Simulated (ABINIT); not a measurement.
Worked example: self-consistent single point of Sr (Fm-3m, 1 atom in the cell) in ABINIT

Level of theory: PBE, PAW (JTH v2.0 PBE PAW) (plane waves; ABINIT).

The input file:

```
# Sr, JTH v2.0 PBE PAW
pp_dirpath "./"
pseudos "Sr.GGA_PBE-JTH.xml"
acell 8.0999550124 8.0999550124 8.0999550124
rprim
        -0.0000000000    0.7071067812    0.7071067812
         0.7071067812   -0.0000000000    0.7071067812
         0.7071067812    0.7071067812    0.0000000000
natom 1
ntypat 1
znucl 38
typat 1
xred    0.0000000000    0.0000000000    0.0000000000
ecut 544 eV
pawecutdg 1088 eV
pawxcdev 0
occopt 3
tsmear 0.00367493
nband 10
kptopt 1
ngkpt 6 6 6
nshiftk 1
shiftk 0 0 0
nstep 100
tolvrs 1.0e-11
prtwf 0
prtden 0
```

Output (repeated stretches shortened):

```
 Symmetries : space group Fm -3 m (#225); Bravais cF (face-center cubic)

 -outvars: echo values of preprocessed input variables --------
            acell      8.0999550124E+00  8.0999550124E+00  8.0999550124E+00 Bohr
             ecut      1.99916330E+01 Hartree
              ixc     -101130
         kptrlatt        6    0    0      0    6    0      0    0    6
          kptrlen      4.85997301E+01
            natom           1
            nband          10
            ngfft          36      36      36
          ngfftdg          48      48      48
             nkpt          16
            nstep         100
             nsym          48
           ntypat           1
           occopt           3
        pawecutdg      3.99832660E+01 Hartree
         pawxcdev           0
            rprim     -0.0000000000E+00  7.0710678120E-01  7.0710678120E-01
                       7.0710678120E-01 -0.0000000000E+00  7.0710678120E-01
                       7.0710678120E-01  7.0710678120E-01  0.0000000000E+00
          spgroup         225
           tolvrs      1.00000000E-11
           tsmear      3.67493000E-03 Hartree
            typat      1
           useylm           1
            znucl       38.00000

== DATASET  1 ==================================================================

 Real(R)+Recip(G) space primitive vectors, cartesian coordinates (Bohr,Bohr^-1):
 R(1)=  0.0000000  5.7275331  5.7275331  G(1)= -0.0872976  0.0872976  0.0872976
 R(2)=  5.7275331  0.0000000  5.7275331  G(2)=  0.0872976 -0.0872976  0.0872976
 R(3)=  5.7275331  5.7275331  0.0000000  G(3)=  0.0872976  0.0872976 -0.0872976
 Unit cell volume ucvol=  3.7577927E+02 bohr^3
 Angles (23,13,12)=  6.00000000E+01  6.00000000E+01  6.00000000E+01 degrees

 Coarse grid specifications (used for wave-functions):

 getcut: wavevector=  0.0000  0.0000  0.0000  ngfft=  36  36  36
         ecut(hartree)=     19.992   => boxcut(ratio)=   2.20816

 Fine grid specifications (used for densities):

 getcut: wavevector=  0.0000  0.0000  0.0000  ngfft=  48  48  48
         ecut(hartree)=     39.983   => boxcut(ratio)=   2.08187

   2.33194383E+02                                ecore*ucvol(ha*bohr**3)

_setup2: Arith. and geom. avg. npw (full set) are    1604.949    1604.921

--- !BeginCycle
solver: {iscf: 17, nstep: 100, nline: 4, wfoptalg: 10, }
tolerances: {tolvrs: 1.00E-11, }
...

     iter   Etot(hartree)      deltaE(h)  residm     nres2
 ETOT  1  -31.025667791170    -3.103E+01 5.476E-02 4.844E-01
 ETOT  2  -31.042499260149    -1.683E-02 1.175E-03 1.592E-01
 ETOT  3  -31.042317552159     1.817E-04 7.017E-04 6.954E-02
 ETOT  4  -31.042156225346     1.613E-04 6.025E-04 7.370E-04
 ETOT  5  -31.042159680667    -3.455E-06 3.326E-04 3.711E-05
 ETOT  6  -31.042159657271     2.340E-08 4.383E-04 5.045E-07
 ETOT  7  -31.042159664873    -7.602E-09 1.792E-04 4.698E-07
 ETOT  8  -31.042159663622     1.251E-09 2.062E-04 6.179E-09
 ETOT  9  -31.042159663681    -5.950E-11 7.332E-05 1.796E-09
 ETOT 10  -31.042159663687    -5.375E-12 8.064E-05 4.391E-10
 ETOT 11  -31.042159663687    -3.659E-13 2.780E-05 9.189E-12

 At SCF step   11       nres2   =  9.19E-12 < tolvrs=  1.00E-11 =>converged.

 Cartesian components of stress tensor (hartree/bohr^3)
  sigma(1 1)=  4.66742304E-06  sigma(3 2)=  0.00000000E+00
  sigma(2 2)=  4.66742304E-06  sigma(3 1)=  0.00000000E+00
  sigma(3 3)=  4.66742304E-06  sigma(2 1)=  0.00000000E+00

 ----iterations are completed or convergence reached----

 reduced coordinates (array xred) for    1 atoms
       0.000000000000      0.000000000000      0.000000000000
 cartesian forces (eV/Angstrom) at end:
    1     -0.00000000000000    -0.00000000000000    -0.00000000000000
 frms,max,avg= 0.0000000E+00 0.0000000E+00   0.000E+00  0.000E+00  0.000E+00 e/A
 length scales=  8.099955012400  8.099955012400  8.099955012400 bohr
              =  4.286311583166  4.286311583166  4.286311583166 angstroms
 Fermi (or HOMO) energy (hartree) =   0.12051   Average Vxc (hartree)=  -0.27217
 Eigenvalues (hartree) for nkpt=  16  k points:
 kpt#   1, nband= 10, wtk=  0.00463, kpt=  0.0000  0.0000  0.0000 (reduced coord)
  -1.22457   -0.55901   -0.55901   -0.55901   -0.01229    0.20708    0.20708    0.20708
   0.26040    0.26040
      occupation numbers for kpt#   1
   2.00000    2.00000    2.00000    2.00000    2.00000    0.00000    0.00000    0.00000
   0.00000    0.00000
 prteigrs : prtvol=0 or 1, do not print more k-points.

--- !EnergyTerms
comment             : Components of total free energy in Hartree
kinetic             :  9.30181295775614E+00
hartree             :  7.22913891313454E+00
xc                  : -6.82446268861300E+00
Ewald energy        : -2.00123769723792E+01
psp_core            :  6.20562120307278E-01
local_psp           : -2.51975939854001E+01
spherical_terms     :  3.84286378430267E+00
internal            : -3.10400558708916E+01
'-kT*entropy'       : -2.10242049223748E-03
total_energy        : -3.10421582913838E+01
total_energy_eV     : -8.44700085109727E+02
...

-Cartesian components of stress tensor (GPa)         [Pressure= -1.3732E-01 GPa]
- sigma(1 1)=  1.37320304E-01  sigma(3 2)=  0.00000000E+00
- sigma(2 2)=  1.37320304E-01  sigma(3 1)=  0.00000000E+00
- sigma(3 3)=  1.37320304E-01  sigma(2 1)=  0.00000000E+00

 Calculation completed.
```

The run converged in 11 iterations.

The starting cell has typed, rounded lattice constants, without a prior relaxation at this level. Its lattice was rescaled by up to half a per cent.
